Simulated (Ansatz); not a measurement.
## GaAs: band gap against strain

GaAs (zinc blende, F-43m, 21.985 Å³/atom at rest) under an equal strain ε in the (001) plane with the normal axis free, as in a coherent film. LDA in Ansatz, a plane-wave DFT program (PAW, default set), 420 eV, 10×10×10 Γ-centred mesh, Fermi-Dirac smearing 0.05 eV; ions are relaxed within the symmetry of each cell. Gaps are the smallest over the k-mesh and a band path, without spin-orbit coupling; in all rows the valence edge lies at Γ and the conduction edge at Γ. Runs with a gap under 0.1 eV are left out.

Here s stands for strain and Eg for gap.

| strain (%) | gap (eV) |
|---|---|
| 0.00 | 0.488 |
| 0.50 | 0.410 |
| 1.00 | 0.333 |
| 1.50 | 0.257 |
| 2.50 | ? |

The 4 complete rows are fitted with a straight line, Eg against s. Means: s 0.75000, Eg 0.3720. About the means, the sum of products is -0.19250 and the sum of squares of s is 1.2500; the slope is their ratio. Least squares gives Eg = 0.4875 - 0.15400·s. Residuals (row less fit): 0.0005, -0.0005, -0.0005, 0.0005; standard error 0.0007 (degrees of freedom: 2). Over these rows the gap moves by -15 ± 0.06 eV per unit strain.

### Question
Estimate the missing Eg (s = 2.50); what did the run itself give?

### Answer
Eg = 0.4875 - 0.15400 × 2.5 = 0.1025 eV. The calculation gives 0.108 eV, 0.0055 eV above the prediction (1.4 % of the range of Eg in the table). The row lies outside the fitted rows, so this is an extrapolation. From the scatter of the fitted rows alone, a prediction at this place has a standard error of 0.0014 eV, so the miss is 3.9 times that.

One order more, fitted to all 6 runs of the series, follows each within 0.001, so the miss is the next term of a smooth law. Spin-orbit coupling is left out, which can shift this property for GaAs. Rows are the converged runs of the series near zero and its far end; series whose fitted rows scatter by over a few per cent of the range, as at a crossing or softening among them, aren't shown in this form. Most that stay on the fit to the last digits aren't either.
